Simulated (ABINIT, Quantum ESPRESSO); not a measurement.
A Quantum ESPRESSO input for a self-consistent single point of MgSc3Ru2 (P4/mmm, 6 atoms in the cell) (DFT, PBEsol, plane waves, PseudoDojo standard norm-conserving (PBESOL) pseudopotentials):

```fortran
&CONTROL
   calculation = 'scf'
   prefix = 'MgSc3Ru2'
   outdir = './work'
   pseudo_dir = './'
   tprnfor = .true.
   tstress = .true.
/
&SYSTEM
   ibrav = 6
   celldm(1) = 6.17560797
   celldm(3) = 3.3428106136
   nat = 6
   ntyp = 3
   ecutwfc = 85
   occupations = 'smearing'
   smearing = 'fd'
   degauss = 0.0073499
/
&ELECTRONS
   conv_thr = 1.0d-10
   mixing_beta = 0.3
/
ATOMIC_SPECIES
Mg    24.3050  Mg.upf
Sc    44.9559  Sc.upf
Ru   101.0700  Ru.upf
ATOMIC_POSITIONS {alat}
Mg    0.50000000    0.50000000    1.67140531
Sc    0.00000000    0.00000000    0.00000000
Sc    0.00000000    0.00000000    2.38860532
Sc    0.00000000    0.00000000    0.95420529
Ru    0.50000000    0.50000000    2.83256400
Ru    0.50000000    0.50000000    0.51024661
K_POINTS {automatic}
7 7 3  0 0 0
```

Task: Translate this input to ABINIT.

Result: This is the input that was run; spellings and numerical settings could be chosen otherwise.

```
# MgSc3Ru2, PseudoDojo nc-sr-04 PBEsol standard
pp_dirpath "./"
pseudos "Mg.upf, Sc.upf, Ru.upf"
acell 3.2679910000 3.2679910000 10.9242750000 Angstrom
rprim
         1.0000000000    0.0000000000    0.0000000000
         0.0000000000    1.0000000000    0.0000000000
         0.0000000000    0.0000000000    1.0000000000
natom 6
ntypat 3
znucl 12 21 44
typat 1 2 2 2 3 3
xred
         0.5000000000    0.5000000000    0.5000000000
         0.0000000000    0.0000000000    0.0000000000
         0.0000000000    0.0000000000    0.7145500000
         0.0000000000    0.0000000000    0.2854500000
         0.5000000000    0.5000000000    0.8473600000
         0.5000000000    0.5000000000    0.1526400000
ecut 42
occopt 3
tsmear 0.1 eV
nband 48
kptopt 1
ngkpt 7 7 3
nshiftk 1
shiftk 0 0 0
nstep 50
tolvrs 1.0e-11
prtwf 0
prtden 0
prtvol 1
enunit 2
```

Basis, cutoffs, solver keys and any potentials are the target program's own. This input uses DFT, PBEsol, plane waves, norm-conserving pseudopotentials (PseudoDojo nc-sr-04 PBEsol standard).

The starting cell comes from a database of computed structures (which also holds hypothetical and non-ambient phases and stackings), without a prior relaxation at this level. Its lattice was rescaled by a random factor within 2.5 % of one.
